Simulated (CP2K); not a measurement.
Band structure of Br (Cmce, 4 atoms in the cell).

```yaml
crystal:
  lattice:
    - [4.04596, 0.00000, 0.00000]
    - [-1.53032, 3.74539, 0.00000]
    - [0.00000, 0.00000, 8.78191]
  atoms:
    - { symbol: Br, position: [0.86100, 0.86100, 0.88900] }
    - { symbol: Br, position: [0.63900, 0.63900, 0.38900] }
    - { symbol: Br, position: [0.36100, 0.36100, 0.61100] }
    - { symbol: Br, position: [0.13900, 0.13900, 0.11100] }
```

Method of the run: PBE, GPW, DZVP-MOLOPT-SR-GTH basis, GTH-PBE potentials (GTH_POTENTIALS) run with CP2K.

Settings: CUTOFF = 400 Ry; REL_CUTOFF = 40 Ry; SMEAR/METHOD = FERMI_DIRAC; ELECTRONIC_TEMPERATURE = 232.09 K; KPOINTS/SCHEME = MONKHORST-PACK 5 5 2; GAMMA_CENTERED = T; XC_FUNCTIONAL = PBE; Br/BASIS_SET = DZVP-MOLOPT-SR-GTH; Br/POTENTIAL = GTH-PBE-q7; METHOD = GPW; EPS_DEFAULT = 1e-11; EXTRAPOLATION = USE_GUESS; NGRIDS = 5; SCF_GUESS = ATOMIC.

The starting cell has typed, rounded lattice constants, without a prior relaxation at this level. Its lattice was rescaled by a random factor within 2.5 % of one. Values carry the incompleteness of an atom-centred basis.

Question: Predict the gap along the standard path and the places of the band edges.

Answer: The gap along the path is 1.60 eV, from R to a point between Γ and X; the smallest direct gap on it is 1.63 eV. Another conduction valley lies within 0.1 eV, so the order of the valleys is not sure.

Levels in eV from the top of the valence band on the SCF mesh, bands 11 to 15:
```json
[
 {"point": "Γ", "11": "-0.98", "12": "-0.42", "13": "-0.02", "14": "0.00", "15": "1.63"},
 {"point": "X", "11": "-1.18", "12": "-0.87", "13": "-0.42", "14": "-0.06", "15": "1.95"},
 {"point": "S", "11": "-0.91", "12": "-0.91", "13": "-0.25", "14": "-0.25", "15": "2.40"},
 {"point": "R", "11": "-0.56", "12": "-0.56", "13": "0.01", "14": "0.01", "15": "2.07"},
 {"point": "A", "11": "-0.56", "12": "-0.56", "13": "-0.49", "14": "-0.49", "15": "2.08"},
 {"point": "Z", "11": "-0.89", "12": "-0.89", "13": "-0.01", "14": "-0.01", "15": "1.95"},
 {"point": "Y", "11": "-1.42", "12": "-1.18", "13": "-0.49", "14": "-0.07", "15": "1.70"},
 {"point": "X1", "11": "-1.18", "12": "-0.87", "13": "-0.42", "14": "-0.06", "15": "1.95"},
 {"point": "A1", "11": "-0.56", "12": "-0.56", "13": "-0.49", "14": "-0.49", "15": "2.08"},
 {"point": "T", "11": "-1.00", "12": "-1.00", "13": "-0.67", "14": "-0.67", "15": "1.89"}
]
```

Higher empty bands are left out: an atom-centred basis made for the valence describes them poorly.
